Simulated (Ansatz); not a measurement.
The parent structure is Al2Os (space group I4/mmm, No. 139; a = 3.156 Å, c = 8.296 Å; a cell from a computed database, its experimental status unchecked). Axes: x, y, z lie along a, b, c of the conventional cell.

One thing is altered: the symmetric strain tensor [0.0015 0.0060 -0.0032; 0.0060 -0.0005 -0.0126; -0.0032 -0.0126 -0.0141], atoms relaxed at fixed cell.

Levels (all Ansatz, a first-principles code, PAW): PBEsol (420 eV, without spin-orbit coupling); r2SCAN (500 eV, scalar-relativistic without spin-orbit coupling); HSE06 (420 eV, no spin-orbit coupling).

At the geometry relaxed with PBEsol, these levels gave the following band gaps, in shuffled order: (a) 0.39 eV, (b) 0.20 eV, (c) 0.90 eV.

### Question
Match each gap to its level.

### Answer
(a) r2SCAN; (b) PBEsol; (c) HSE06.

Single points use the geometry relaxed with PBEsol. The hybrid gap comes from the SCF mesh plus the semilocal run's edge points and a few special points and is an upper bound. Spin-orbit coupling, missing from the scalar runs, can matter with Os. Stability against distortions was not tested.
